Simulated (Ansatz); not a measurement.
The reference is BeTe in the zinc blende structure (space group F-43m, No. 216).

```
BeTe
1.0
    0.00000     2.77712     2.77712
    2.77712     0.00000     2.77712
    2.77712     2.77712     0.00000
Be Te
1 1
Cartesian
  0.00000   0.00000   0.00000
  1.38856   1.38856   1.38856
```

Cartesian axes are those of the cell as printed.

The values are results of LDA/PAW in Ansatz (a quantum-chemistry and plane-wave program), scalar-relativistic without spin-orbit coupling, not measurements.

Before the change:

```
Item               Result
---------------  --------
Pressure         0.01 GPa
Band gap          1.79 eV
Volume per atom  21.42 Å³
```

Modification: tensile biaxial strain of 0.50 % in the plane normal to [001], as in epitaxy on a mismatched substrate; the out-of-plane cell vector and the atoms relax.

**Question.** What does the calculation give for the pressure after the change?

**Answer.** The pressure (mean of the normal stresses, compression positive) drops by 0.38 GPa, from 0.01 GPa to -0.37 GPa.

**Question.** What happens to the band gap?

**Answer.** The band gap shrinks by 0.06 eV, from 1.79 eV to 1.73 eV.

**Question.** Predict the new volume per atom.

**Answer.** The volume per atom grows by 0.13 Å³ (21.42 Å³ → 21.55 Å³).

Spin-orbit coupling, missing from the scalar runs, can matter with Te. Whether these cells are dynamically stable was not tested.
